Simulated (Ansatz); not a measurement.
## SiO2, response to strain

Consider SiO2 in the rutile structure (space group P4_2/mnm, No. 136).

SiO₂ is taken in the tetragonal space group P4₂/mnm (No. 136), the rutile structure, Pearson symbol tP6. Lattice parameters: a = b = 4.2361 Å, c = 2.6904 Å, α = β = γ = 90.00°. Si on 2a is surrounded by 6 O at 1.774–1.839 Å (octahedral). O on 4f is coordinated by 3 Si at 1.774–1.839 Å (trigonal planar). (Neighbours: up to the widest gap in distance over summed covalent radii, below 1.35, at either atom.)

Strains are applied to the cell and any free atomic positions relax.

Calculations: Ansatz (a quantum-chemistry and plane-wave program) PBE, no SOC.

```json
[
 {"isotropic strain (%)": "-3", "band gap (eV)": "6.56"},
 {"isotropic strain (%)": "-2.4", "band gap (eV)": "?"},
 {"isotropic strain (%)": "-1.2", "band gap (eV)": "5.62"},
 {"isotropic strain (%)": "-0.6", "band gap (eV)": "5.33"},
 {"isotropic strain (%)": "0", "band gap (eV)": "5.04"}
]
```

Question: Fit E_g = E₀ + Dε (ε in %) to the rows shown and predict the withheld row.

Answer: Least squares on the printed values gives E₀ = 5.03 eV, D = -508 meV per % of strain (largest residual 0.02 eV); this predicts 6.25 eV, and the run gives 6.24 eV, in agreement.

Stability against distortions was not tested.
